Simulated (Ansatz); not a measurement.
System: WC (Fm-3m, No. 225, 2 atoms in the cell; start mp-13136; a measured phase of this formula has another space group). Method: PBEsol in Ansatz (PAW).

Run with plane-wave cutoff 520 eV, 22×22×22 k mesh, Fermi–Dirac smearing 0.05 eV, no spin polarisation, scalar-relativistic PAW data made under PBE.

Cell (relaxed at this level):

Space group Fm-3m (No. 225); a = b = c = 4.346 Å, α = β = γ = 90.00°

| atom | site | symmetry | x | y | z |
|---|---|---|---|---|---|
| W | 4a | m-3m | 0.0000 | 0.0000 | 0.0000 |
| C | 4b | m-3m | 0.5000 | 0.5000 | 0.5000 |
(The calculation used a cell of 2 atoms; values per cell refer to that cell.)

Q: What does this level give for the bulk modulus?

A: 
- bulk modulus = 391 GPa

Note: the run has no spin polarisation, so it can have missed a magnetic state; the bulk modulus is −V dP/dV from two relaxed cells at ±2 % in volume; the relaxation could not lower the start's symmetry, so the cell can be a saddle point above a distorted one.

Spin–orbit coupling is not included; it can open a gap where bands touch, and shift volumes and moduli.

Static lattice: no zero-point or thermal effects.

It cost about 23 core-seconds (a rough figure) of CPU time.

A start named mp-… is a Materials Project structure, which need not be a measured phase.

Ansatz is a quantum-chemistry and plane-wave program.
